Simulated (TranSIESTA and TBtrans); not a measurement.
## In chain with one bond stretched by 0.3 Å

Device: In chain with one bond stretched by 0.3 Å. Leads: straight In chain, spacing 2.9 Å. Geometry: as built, not relaxed.

Computed with TranSIESTA and TBtrans, PBE, DZP numerical orbitals (energy shift 0.15 eV), PseudoDojo norm-conserving scalar-relativistic potentials, mesh cutoff 200 Ry, 300 K, no spin polarisation, no spin-orbit coupling; self-consistent non-equilibrium Green functions.

* **Conductance at 300 K (G0 = 2e²/h)**: 2.89
* **Mean T from −0.5 to 0.5 eV**: 2.21

Energies count from the leads' Fermi level. Transmissions are for one spin of a degenerate pair. The energy step is 0.01 eV; narrower resonances are cut or missed.

```
E (eV)     T  lead channels
------  ----  -------------
-2.00   0.90              1
-1.90   0.88              1
-1.80   0.81              1
-1.70      0              0
-1.60      0              0
-1.50      0              0
-1.40      0              0
-1.30   0.95              1
-1.20   0.98              1
-1.10   0.98              1
-1.00   0.97              1
-0.90   0.97              1
-0.80   0.97              1
-0.70   0.97              1
-0.60   0.97              1
-0.50   0.97              1
-0.40   0.97              1
-0.30   0.97              1
-0.20   0.97              1
-0.10   2.85              3
0.00    2.90              3
0.10    2.88              3
0.20    2.85              3
0.30    2.81              3
0.40    2.78              3
0.50    2.77              3
0.60    2.76              3
0.70    2.76              3
0.80    2.77              3
0.90    2.78              3
1.00    2.79              3
1.10    2.81              3
1.20    2.82              3
1.30    2.82              3
1.40    2.83              3
1.50    2.83              3
1.60    2.83              3
1.70    2.83              3
1.80    2.82              3
1.90    2.82              3
2.00    2.81              3
```

The straight chain is held at its spacing; free chains may zigzag or dimerise. No spin-polarised start was tried, so a magnetic state, if there is one, is missed.
